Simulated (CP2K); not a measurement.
CP2K 2026.2, DFT, PBE, Gaussian and plane waves, DZVP-MOLOPT bases, GTH-PBE potentials: MoS2 sheet, 3x3, atoms displaced (Mo9S18), 27 atoms. Basis and mesh were picked for this test and aren't claimed converged.

```yaml
cell: 9.48, 9.48, 17.13 Å; 90, 90, 120°
distance_to_the_nearest_atom: 2.32 to 2.43 Å
SCF method: diagonalisation with mixing (no OT or OUTER_SCF section)
task: scf
basis: Mo=DZVP-MOLOPT-SR-GTH-q14 S=DZVP-MOLOPT-SR-GTH-q6
GLOBAL/RUN_TYPE: ENERGY_FORCE
GLOBAL/PRINT_LEVEL: LOW
QS/METHOD: GPW
QS/EPS_DEFAULT: 1e-12
MGRID/CUTOFF: 400 Ry
MGRID/REL_CUTOFF: 50 Ry
SCF/SCF_GUESS: ATOMIC
SCF/EPS_SCF: 1e-06
SCF/MAX_SCF: 150
SCF/DIAGONALIZATION/ALGORITHM: STANDARD
SCF/MIXING/METHOD: BROYDEN_MIXING
SCF/MIXING/ALPHA: 0.4
SCF/MIXING/NBUFFER: 8
KPOINTS/SCHEME: MONKHORST-PACK 2 2 1
KPOINTS/GAMMA_CENTERED: T
GLOBAL/PREFERRED_DIAG_LIBRARY: ELPA (default)
SCF/MIXING/BETA: 0.5 (default)
MGRID/NGRIDS: 4 (default)
basis_functions: 468
```

Machine: one whole node, AMD EPYC (Zen 5), 96 cores on 1 socket, no SMT, 12 L3 cache groups.

Times are wall-clock medians of two to five runs, from launch to exit, with nothing else on the machine. Processes are pinned to neighbouring cores unless said otherwise. Build: conda-forge: MPICH, OpenMP, OpenBLAS, FFTW, ScaLAPACK, ELPA, COSMA, DBCSR on BLAS. Other compilers and libraries give other times. Scratch files lie in a memory file system.

| cores | layout | wall time | speed-up over 4 | efficiency | core-seconds |
|---|---|---|---|---|---|
| 4 | 4 ranks | 50 s | 1.0× | 100 % | 200 |
| 8 | 8 ranks | 33 s | 1.5× | 76 % | 270 |
| 16 | 16 ranks | 16 s | 3.1× | 76 % | 260 |
| 24 | 24 ranks | 12 s | 4.1× | 69 % | 290 |
| 32 | 32 ranks | 10 s | 4.9× | 61 % | 330 |
| 48 | 48 ranks | 9.2 s | 5.5× | 46 % | 440 |
| 64 | 64 ranks | 9.4 s | 5.3× | 33 % | 600 |
| 96 | 96 ranks | 9.5 s | 5.3× | 22 % | 910 |

Efficiency, counted from 4 cores, stays above one half up to 32 cores and is 46 % at 48. The shortest time, 9.2 s, comes at 48 cores (64, 96: level within 8 % or the scatter of repeats). The share that grows most is that of start and exit outside the program's clock: from 1.8 % of the time on 4 cores to 17 % on 96. The largest part on 96 cores, message passing and waiting (mp_*), takes 6.4 s on 4 and 2.5 s there.
